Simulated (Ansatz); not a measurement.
We consider ScOF (P4/nmm, No. 129, 6 atoms in the cell; start mp-989178), described by r²SCAN0 (Ansatz, a program for electronic structure, plane waves, PAW).

Numerical settings: plane-wave cutoff 520 eV, 6×6×4 k mesh (along the axes of the cell as run), Fermi–Dirac smearing 0.01 eV, scalar-relativistic PAW data made under PBE.

Cell (relaxed with PBEsol):

```
ScFO
1.0
    3.57745     0.00000     0.00000
    0.00000     3.57745     0.00000
    0.00000     0.00000     5.09436
Sc O F
2 2 2
Direct
  0.50000   0.00000   0.70723
  0.00000   0.50000   0.29277
  0.00000   0.00000   0.50000
  0.50000   0.50000   0.50000
  0.50000   0.50000   0.00000
  0.00000   0.00000   0.00000
```

**Question.** Estimate the band gap, smallest direct gap on the k points sampled and Γ–Γ gap that the calculation returns.

**Answer.** 
- band gap: 7.43 eV (indirect)
- smallest direct gap on the k points sampled: 7.49 eV
- Γ–Γ gap: 7.71 eV

Note: cell and atoms aren't relaxed at this level (largest force component 0.08 eV/Å, pressure -0.3 GPa).

A start named mp-… is a Materials Project structure, which need not be a measured phase.
